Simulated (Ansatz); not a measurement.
## SnS₂ (Fd-3m, No. 227, 12 atoms in the cell; start mp-1095397; a measured phase of this formula has another space group)

All values below come from LDA in Ansatz (PAW).

Settings: plane-wave cutoff 520 eV, 6×6×6 k mesh, Fermi–Dirac smearing 0.01 eV, scalar-relativistic PAW data made under PBE.

Cell (relaxed at this level):

Space group Fd-3m, origin choice 1 (No. 227); a = 10.242 Å, b = 10.242 Å, c = 10.242 Å, α = 90.00°, β = 90.00°, γ = 90.00°

```csv
atom,site,symmetry,x,y,z
Sn,16d,.-3m,0.6250,0.6250,0.6250
S,32e,.3m,0.3756,0.3756,0.3756
```
(The calculation used a cell of 12 atoms; values per cell refer to that cell.)

```
Item                           Result
--------  ---------------------------
band gap  0.91 eV (on the SCF k mesh)
```

Note: the relaxation could not lower the start's symmetry, so the cell can be a saddle point above a distorted one.

Spin–orbit coupling is not included.

Static lattice: no zero-point or thermal effects.

It cost around 60 core-seconds (rough) of CPU time.

A start named mp-… is a Materials Project structure, which need not be a measured phase.

Ansatz is a program for electronic structure.
